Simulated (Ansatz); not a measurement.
## CdSe (Fm-3m, No. 225, 2 atoms in the cell; start mp-1055; high-pressure phase)

Method: r²SCAN+rVV10 (plane waves, PAW; Ansatz, a first-principles code).

Run with plane-wave cutoff 500 eV, 12×12×12 k mesh, Fermi–Dirac smearing 0.05 eV, scalar-relativistic PAW data made under PBE.

Cell (relaxed at this level):

```
CELL_PARAMETERS angstrom
      0.00000     2.82783     2.82783
      2.82783     0.00000     2.82783
      2.82783     2.82783     0.00000
ATOMIC_POSITIONS crystal
  Cd 0.00000 0.00000 0.00000
  Se 0.50000 0.50000 0.50000
```

* **band gap**: none

Note: the relaxation could not lower the start's symmetry, so the cell can be a saddle point above a distorted one.

Spin–orbit coupling is not included.

Computed values are for the static lattice.

It cost about 50 core-seconds (a rough figure) of CPU time.

A start named mp-… is a Materials Project structure, which need not be a measured phase.
